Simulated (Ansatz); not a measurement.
**Ti3Al: pressure series**

Start from Ti3Al (space group P6_3/mmc, No. 194).

Ti$_{3}$Al is modelled in the hexagonal space group P6₃/mmc (No. 194), Pearson symbol hP8. Cell: a = 5.7556 Å, b = 5.7556 Å, c = 4.6550 Å, α = 90.00°, β = 90.00°, γ = 120.00°. Ti on 6h is coordinated by 8 Ti at 2.825–2.931 Å and 4 Al at 2.842–2.878 Å (anticuboctahedral). Al on 2c has 12 Ti at 2.842–2.878 Å (anticuboctahedral). (Neighbours: up to the widest gap in distance over summed covalent radii, below 1.35, at either atom.)

Cell and atoms are relaxed at each pressure.

Method: Ansatz (a quantum-chemistry and plane-wave program), PBE, PAW, cutoff 420 eV, scalar-relativistic without spin-orbit coupling.

```json
[
 {"pressure (GPa)": "-2", "volume per atom (Å³/atom)": "16.999"},
 {"pressure (GPa)": "-1", "volume per atom (Å³/atom)": "16.843"},
 {"pressure (GPa)": "0", "volume per atom (Å³/atom)": "16.693"},
 {"pressure (GPa)": "3", "volume per atom (Å³/atom)": "?"},
 {"pressure (GPa)": "15", "volume per atom (Å³/atom)": "14.991"},
 {"pressure (GPa)": "30", "volume per atom (Å³/atom)": "13.853"},
 {"pressure (GPa)": "50", "volume per atom (Å³/atom)": "12.755"},
 {"pressure (GPa)": "75", "volume per atom (Å³/atom)": "11.752"},
 {"pressure (GPa)": "100", "volume per atom (Å³/atom)": "10.987"}
]
```

**Question.** Fit the third-order Birch–Murnaghan form P(V) = (3B₀/2)[(V₀/V)^(7/3) − (V₀/V)^(5/3)]·[1 + (3/4)(B₀′ − 4)((V₀/V)^(2/3) − 1)] (squares taken in P) to the rows shown and predict the withheld row.

**Answer.** Least squares on the printed values gives V₀ = 16.693 Å³/atom, B₀ = 116 GPa, B₀′ = 3.5; this predicts 16.285 Å³/atom, and the run gives 16.281 Å³/atom, 0.004 lower.

Load acts through the strain it causes; cell and atoms are relaxed under it. Whether these cells are dynamically stable was not tested. Competing high-pressure phases were not computed. The final runs are not spin-polarised.
